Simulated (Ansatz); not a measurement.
Data:

```yaml
crystal:
  lattice:
    - [4.00940, 0.00000, 0.00000]
    - [-2.00470, 3.47224, 0.00000]
    - [0.00000, 0.00000, 6.23419]
  atoms:
    - { symbol: La, position: [0.66667, 0.33333, 0.75376] }
    - { symbol: La, position: [0.33333, 0.66667, 0.24624] }
    - { symbol: O, position: [0.66667, 0.33333, 0.35411] }
    - { symbol: O, position: [0.33333, 0.66667, 0.64589] }
    - { symbol: O, position: [0.00000, 0.00000, 0.00000] }
```

Space group of this cell: P-3m1. The cell is strained (all lengths scaled by 1.02); by r2SCAN its mean pressure is -6.8 GPa.

Transport runs along the normal of the first two printed cell vectors, the (001) plane of the conventional cell.

No gap correction and no spin-orbit coupling; mid-gap values are interpolated between computed energies.

Problem. State the band gap and the smallest decay constant κ at mid-gap according to r2SCAN (Ansatz, a first-principles code).

Solution. Gap 4.19 eV on a 12×12×6 mesh; κ = 0.397 1/Å, at the zone centre.
